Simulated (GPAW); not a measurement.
GPAW run on NaH₂Pd₃ (Cmmm, 6 atoms in the cell): self-consistent single point.

Computed with LDA (Perdew-Wang 92), GPAW PAW datasets LDA (gpaw-data 1.0.1) (plane waves; GPAW).

```xyz
6
Lattice="2.8266 -4.3103 0.0000 2.8266 4.3103 0.0000 0.0000 0.0000 2.8136" Properties=species:S:1:pos:R:3 pbc="T T T"
Na     2.8266     0.0000     0.0000
H      2.8266     2.4514     0.0000
H      2.8266    -2.4514     0.0000
Pd     0.0000     0.0000     0.0000
Pd     1.4133    -2.1552     1.4068
Pd     1.4133     2.1552     1.4068
```

Reference input (self-consistent single point, DFT PBEsol, plane waves, GPAW PAW datasets PBEsol (made by gpaw-setup)): mode = pw; ecut = 850 eV; xc = PBEsol; kpts = 5 5 8; mesh shift (steps) = 0 0 0; occupations.name = fermi-dirac; occupations.width = 0.1 eV; nbands = -10; convergence.density = 1e-05 e/electron; symmetry.symmorphic = false; symmetry.tolerance = 0.0005; maxiter = 150. This run's input differs from it in these lines:

```diff
@@ -17,3 +17,3 @@
 calc = GPAW(mode={'name': 'pw', 'ecut': 850},
-            xc='PBEsol',
+            xc='LDA',
             kpts={'size': (5, 5, 8), 'gamma': True},
```

Its files differ too (potentials: GPAW PAW datasets LDA (gpaw-data 1.0.1)).

Log, with long lists cut:

```
     iter     time        total  log10-change:
                         energy   eigst   dens
iter:   1 --:--:--   -30.772366
iter:   2 --:--:--   -29.198363   -1.25  -1.15
iter:   3 --:--:--   -26.201259   -0.23  -1.21
iter:   4 --:--:--   -25.623397   -2.22  -1.77
iter:   5 --:--:--   -25.709023   -1.37  -1.88
iter:   6 --:--:--   -25.407013   -1.83  -1.77
iter:   7 --:--:--   -25.404089   -3.42  -2.39
iter:   8 --:--:--   -25.409142c  -2.52  -2.36
iter:   9 --:--:--   -25.394198c  -3.91  -2.61
iter:  10 --:--:--   -25.388883c  -3.59  -2.87
iter:  11 --:--:--   -25.388919c  -5.12  -3.44
iter:  12 --:--:--   -25.388933c  -5.58  -3.46
   [... 3 lines left out ...]
iter:  16 --:--:--   -25.388916c  -6.10  -3.83
iter:  17 --:--:--   -25.388916c  -6.85  -4.17
iter:  18 --:--:--   -25.388923c  -7.33  -4.28
iter:  19 --:--:--   -25.388927c  -7.39  -4.47
iter:  20 --:--:--   -25.388920c  -7.59c -4.72
iter:  21 --:--:--   -25.388917c  -8.00c -4.89
iter:  22 --:--:--   -25.388916c  -8.62c -5.08c
Converged after 22 iterations.

Dipole moment: (-0.000000, -0.000000, -0.000000) |e|*Ang

Energy contributions relative to reference atoms: (reference = -415717.200754)

Kinetic:         -0.556999
Potential:      -12.131262
External:        +0.000000
XC:             -11.958926
Entropy (-ST):   -0.059336
Local:           -0.712062
SIC:             +0.000000
--------------------------
Free energy:    -25.418584
Extrapolated:   -25.388916

Showing only first 2 kpts
 Kpt  Band  Eigenvalues  Occupancy
  0    26      6.13878    1.96215
  0    27      6.19212    1.93633
  0    28      6.23029    1.90810
  0    29      7.83937    0.00000

  1    26      5.44141    1.99996
  1    27      6.17635    1.94536
  1    28      6.18015    1.94331
  1    29      8.80286    0.00000

Fermi level: 6.53360

No gap
   [... lines left out ...]
  0 Na    0.00000    0.00000    0.00000
  1 H     0.00000    0.04113    0.00000
  2 H     0.00000   -0.04113    0.00000
  3 Pd    0.00000    0.00000    0.00000
  4 Pd    0.00000    0.00000    0.00000
  5 Pd   -0.00000    0.00000    0.00000

Stress tensor:
     0.041509     0.000000     0.000000
     0.000000     0.038123     0.000000
     0.000000     0.000000     0.045007
Stress (GPa, Voigt): [6.6504 6.1079 7.211  0.     0.     0.    ]
```

The run converged in 22 iterations. GPAW prints stress with tension positive. Against the reference run the pressure goes from -2.37 to -6.66 GPa and the largest force goes from 0.005 to 0.041 eV/Å.

The starting cell comes from a database of computed structures (which also holds hypothetical and non-ambient phases and stackings), without a prior relaxation at this level. Spin polarisation is off. With a pressure of about -7 GPa the cell is away from its equilibrium volume at this level.

Cost on one core of a shared machine: roughly 2 min.
